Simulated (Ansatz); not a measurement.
Take W in the bcc (W type) structure (space group Im-3m, No. 229; relaxed with 0.1 eV smearing) as the base.

```
W
1.0
   -1.58442     1.58442     1.58442
    1.58442    -1.58442     1.58442
    1.58442     1.58442    -1.58442
W
1
Direct
  0.00000   0.00000   0.00000
```

Cartesian axes are those of the cell as printed.

Calculations: plane-wave PAW DFT at the r2SCAN level (Ansatz, a first-principles code, 500 eV), spin-orbit coupling left out.

Strains are applied to the cell and any free atomic positions relax; under biaxial strain the out-of-plane vector relaxes too.

One change was made to it. Results:

The band gap stays zero; the energy rises by 61 meV/atom; the pressure (mean of the normal stresses, compression positive) goes from zero to -13.8 GPa.

**Question.** Name the change that was made.
A) strain tensor (xx, yy, zz, yz, xz, xy) = (+1.04, −0.25, −1.16, −0.41, +0.95, −0.52) %
B) uniaxial strain ε_zz = +5.38 %
C) uniaxial strain ε_zz = +5.02 %
D) biaxial strain −3.42 %, plane normal [001], relaxed out of plane

**Answer.** C, uniaxial strain ε_zz = +5.02 %. For comparison, the energy relative to the base in the other runs: biaxial strain −3.42 %, plane normal [001], relaxed out of plane gives +74 meV/atom; uniaxial strain ε_zz = +5.38 % gives +70 meV/atom; strain tensor (xx, yy, zz, yz, xz, xy) = (+1.04, −0.25, −1.16, −0.41, +0.95, −0.52) % gives +8.3 meV/atom.

Whether these cells are dynamically stable was not tested. The final runs are not spin-polarised.
